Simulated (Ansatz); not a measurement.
System: fluorite AuAl2. Method: r²SCAN in Ansatz (plane waves, PAW).

A relaxed, unreconstructed slab of the (111) face has 18 atoms, two equal faces of 15.643 Å² each and an energy of -85472.2656 eV. A bulk cell of 9 atoms with the same orientation and in-plane k mesh has -42737.3338 eV. Energies are extrapolated to zero smearing.

Numerical settings: plane-wave cutoff 500 eV, 18×18×1 k mesh (along the axes of the cell as run), Fermi–Dirac smearing 0.1 eV, scalar-relativistic PAW data made under PBE.

Worked out: γ = (E_slab − N E_bulk per atom)/2A = [-85472.2656 − 18 × (-42737.3338/9)]/(2 × 15.643) = 0.0768 eV/Å². With 16.022 J/m² per eV/Å² this is 1.23 J/m², or 1.20 eV per surface cell and face.

Ansatz is an electronic-structure program.
